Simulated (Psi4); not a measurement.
Psi4 1.11, unrestricted HF/def2-tzvp: Mn(Br)(OH) ([OH][Mn][Br]), charge 0, multiplicity 6, 4 atoms. The geometry is a generated start, not checked to be a minimum at this level.

| Property | Result |
|---|---|
| task | energy |
| method | scf |
| basis | def2-tzvp |
| memory | 3 GB |
| maxiter | 100 |
| keys of the molecule block | symmetry c1 |
| scf_type | df (default) |
| e_convergence | 1e-06 (default) |
| d_convergence | 1e-06 (default) |
| basis functions | 130 |

```xyz
4

Mn     0.0095     0.3706    -0.4232
Br    -0.2318     2.0835    -1.7527
O      0.0923    -0.8776     0.7661
H      0.1301    -1.5765     1.4099
```

Charge 0 and multiplicity 6 are set for this test and not shown to be the ground state.

With the defaults (damping_percentage = 0, soscf = false, scf_initial_accelerator = adiis, level_shift = 0, level_shift_cutoff = 0.01, diis_start = 1, diis = true, guess = auto, which took SAD, diis_max_vecs = 10) it converges in 12 SCF iterations. One run each on 2 threads, with these changes:
- diis_max_vecs = 20
- guess = modhuckel
- scf_initial_accelerator = none
- damping_percentage = 60, scf_initial_accelerator = none, diis = false
- damping_percentage = 60
- soscf = true
- diis_start = 4
- level_shift = 0.1, level_shift_cutoff = 0.001
- diis_max_vecs = 6

Q: Name the settings that don't reach the solution of the defaults.

A: No convergence: damping_percentage = 60 (the run ends without SCF convergence in 100 iterations). The rest reach the solution of the defaults.

```
setting                                                                SCF iterations  JK calls             end
---------------------------------------------------------------------  --------------  --------  --------------
soscf = true                                                                        7        23   same solution
the defaults                                                                       12        13   same solution
scf_initial_accelerator = none                                                     12        13   same solution
level_shift = 0.1, level_shift_cutoff = 0.001                                      12        13   same solution
guess = modhuckel                                                                  12        38   same solution
diis_max_vecs = 6                                                                  12        13   same solution
diis_max_vecs = 20                                                                 12        13   same solution
diis_start = 4                                                                     14        15   same solution
damping_percentage = 60, scf_initial_accelerator = none, diis = false              53        54   same solution
damping_percentage = 60                                                           100       101  no convergence
```

An SOSCF iteration holds several JK calls; a Hückel guess adds calls on atoms.
